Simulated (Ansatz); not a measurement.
The parent structure is WSi2 (space group I4/mmm, No. 139; a = 3.185 Å, c = 7.773 Å; relaxed with 0.1 eV smearing). Axes: x, y, z lie along a, b, c of the conventional cell.

Computed with LDA, PAW, 420 eV (Ansatz, an electronic-structure program; no SOC).

For the base:

Volume per atom: 13.14 Å³

The change: compressive biaxial strain of 3.00 % in the plane normal to [001], as in epitaxy on a mismatched substrate; the out-of-plane cell vector and the atoms relax.

Question: Predict the new in-plane stress, energy relative to the base and volume per atom.

Answer: The mean in-plane stress (compression positive) amounts to +18.2 GPa; the energy grows by 43 meV/atom; the volume per atom shrinks by 0.616 Å³, from 13.14 Å³ to 12.53 Å³.

Whether these cells are dynamically stable was not tested. The final runs are not spin-polarised.
